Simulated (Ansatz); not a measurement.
# Effect of biaxial strain +0.42 %, plane normal [111], relaxed out of plane on Pd

Base system: Pd in the fcc (Cu type) structure (space group Fm-3m, No. 225; a = 3.841 Å; relaxed with 0.1 eV smearing). Axes: x, y, z lie along the cube axes.

Now apply this change: biaxial strain +0.42 %, plane normal [111], relaxed out of plane (Cartesian); in-plane vectors clamped, the third vector and the atoms free.

Level of theory: LDA (Ansatz, a first-principles code, PAW, no spin-orbit coupling). k-mesh 29×29×29 (Γ-centred); smearing 0.1 eV (Fermi–Dirac).

The volume per atom grows by 0.06 Å³ to 14.23 Å³ and the shortest interatomic distance falls by 0.3 pm (271.6 pm → 271.3 pm). The energy grows by 0.5 meV/atom and the pressure (mean of the normal stresses, compression positive) goes from zero to -1.0 GPa. The band gap is still zero and the out-of-plane strain is -0.39 %. The mean in-plane stress (compression positive) amounts to -1.5 GPa.

Final structure (turned so that z lies along the plane normal):

```
CELL_PARAMETERS angstrom
      2.72768     0.00000     0.00000
      1.36384     2.36224     0.00000
      1.36384    -0.78741     2.20911
ATOMIC_POSITIONS crystal
  Pd 0.00000 0.00000 0.00000
```

Stability against distortions was not tested. The final runs are not spin-polarised.
